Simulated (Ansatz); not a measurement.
Candidates (primitive cells; geometry: relaxed with this functional, without spin-orbit coupling):
A. IrGa (Pm-3m), a = b = c = 3.0198 Å, α = β = γ = 90.00°
B. ZrZn (Pm-3m), a = 3.2923 Å, b = 3.2923 Å, c = 3.2923 Å, α = 90.00°, β = 90.00°, γ = 90.00°
C. TiRe (Pm-3m), a = 3.0844 Å, b = 3.0844 Å, c = 3.0844 Å, α = 90.00°, β = 90.00°, γ = 90.00°
D. TaTc (Pm-3m), a = b = c = 3.152 Å, α = β = γ = 90.00°

### Question
Order them by resistivity at 300 K (lowest first) at the level PBEsol, DFPT electron-phonon coupling, linearised Boltzmann equation run with Ansatz (an electronic-structure program).

### Answer
D (3.7 μΩ·cm), C (5.5 μΩ·cm), A (11.3 μΩ·cm), B (28 μΩ·cm)

Metals; harmonic phonons alone scatter; means over directions. Halving the electron mesh moves these values by up to 10 %; q meshes are mostly untested. Spin-orbit coupling is left out.

Formula and space group known from diffraction (Crystallography Open Database), not checked to be the room-temperature form: IrGa (Pm-3m), TaTc (Pm-3m), TiRe (Pm-3m), ZrZn (Pm-3m). The missing spin-orbit coupling matters most for IrGa (Pm-3m), TaTc (Pm-3m), TiRe (Pm-3m).
